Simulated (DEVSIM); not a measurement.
Structure: abrupt GaP n-p junction, at 400 K.

Layer 1 from the left is GaP, thickness (μm) 12.0, Nd (cm⁻³) 2.5e18, τn (s) 9e-7, τp (s) 9e-7. Layer 2 from the left is GaP, thickness (μm) 0.310, Na (cm⁻³) 3.2e17, τn (s) 9e-7, τp (s) 9e-7.

Left contact: ohmic. Right contact: ohmic. Voltage is applied to the left contact. Recombination: SRH at mid-gap, radiative, Auger. Mobility is constant in doping.

This is a model device: material constants are rounded textbook-type values typed into the input, and sizes, dopings and lifetimes were drawn at random. Values at 300 K; Nc and Nv go as T^1.5, mobilities as T to minus their exponent, the gap by Varshni's rule with the affinity fixed.

GaP: gap (eV) 2.26, affinity (eV) 3.8, permittivity 11.1, Nc (cm⁻³) 1.8e19, Nv (cm⁻³) 1.9e19, μn (cm²/Vs) 250, μp (cm²/Vs) 150, T exponent of μn 1.6, T exponent of μp 1.98, B (cm³/s) 1e-13, Cn (cm⁶/s) 1e-30, Cp (cm⁶/s) 1e-30, Varshni α (eV/K) 0.00058, Varshni β (K) 372.

Model (solved in DEVSIM): 1D drift-diffusion, Boltzmann statistics, complete ionisation; no tunnelling, impact ionisation, image-force lowering or self-heating.

Dark forward current:

```
|V| (V)  |J| (A/cm²)
-------  -----------
0.25       3.790e-13
0.50       1.578e-11
0.70       3.181e-10
0.75       6.867e-10
0.80        1.515e-9
0.85        3.470e-9
0.90        8.463e-9
0.95        2.266e-8
1.00        6.802e-8
1.05        2.289e-7
1.10        8.436e-7
1.15        3.306e-6
1.20        1.343e-5
1.25        5.568e-5
1.30       0.0002332
1.35       0.0009820
1.40        0.004145
1.45         0.01752
1.50         0.07405
1.55          0.3130
1.60           1.322
1.65           5.566
1.70           23.23
1.75           93.75
1.80           340.0
1.85           977.1
```

Problem. Work out the local ideality factor n = ΔV / (kT/q · ln(J2/J1)) between the rows 0.25 and 0.50 V, 1.50 and 1.55 V, 1.80 and 1.85 V.

Solution. kT/q = 34.47 mV. From 0.25 to 0.50 V: ln(1.578e-11/3.790e-13) = 3.729, n = 1.94, near the 2 of recombination in the depletion region. From 1.50 to 1.55 V: ln(0.3130/0.07405) = 1.441, n = 1.01, near the 1 of diffusion or emission over a barrier. From 1.80 to 1.85 V: ln(977.1/340.0) = 1.056, n = 1.37; the layers' resistance at their doping, Σ W/(qμN) = 2.6e-5 Ω cm², would take 17 mV of this step of 50 mV.

Problem. Estimate the current at 1.45 V from the Shockley equation with J0 = Σ q ni² D/(N L) coth(W/L), τ joining the SRH, radiative and Auger lifetimes that are on, and W taken as the whole layer.

Solution. ni² = 9.34e10 cm⁻⁶; holes in the n layer: μ = 84.9 cm²/Vs, D = 2.93 cm²/s, τ = 1.31e-7 s, L = 6.20 μm, W/L = 1.9, term 2.95e-23 A/cm²; electrons in the p layer: μ = 158 cm²/Vs, D = 5.44 cm²/s, τ = 8.03e-7 s, L = 20.9 μm, W/L = 0.015, term 8.21e-21 A/cm². J0 = 8.24e-21 A/cm², and J = J0 exp(qV/kT) = 0.0153 A/cm². The simulation gives 0.0175 A/cm²; the estimate lies 13 % below. The estimate leaves out recombination in the depletion region and that region's share of W.
